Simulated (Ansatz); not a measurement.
Functionals compared on the (21-33) surface of hcp Zr in its 1x1 cell, outermost plane spacing 0.15 Å in the ideal cut, in Ansatz (plane waves, PAW). The structure was relaxed with PBE; the other rows are single points on it, each with its references at the same level. Cutoff 420 eV (500 eV for r2SCAN).

Model: 24-atom slab, 10.1 Å thick at the start (thin: gaps and levels are the slab's own), 6x5x1 mesh, Fermi-Dirac 0.1 eV, dipole correction, all atoms relaxed; symmetry of the start imposed; no spin, no spin-orbit, no U. These notes are the PBE run's.

```
functional  surface energy (J/m²)  work function of the top face (eV)  rough cost of the single point
----------  ---------------------  ----------------------------------  ------------------------------
PBE                          1.70                                3.64                               –
LDA                          1.89                                3.87     very roughly 5 core-minutes
PBEsol                       1.85                                3.72     very roughly 7 core-minutes
RPBE                          ___                                 ___     very roughly 6 core-minutes
r2SCAN                       1.85                                3.67  around 13 core-minutes (rough)
```

### Question
Fill in the missing entries.

### Answer

- RPBE, surface energy (J/m²): 1.59
- RPBE, work function of the top face (eV): 3.52

Ansatz is a program for electronic structure.
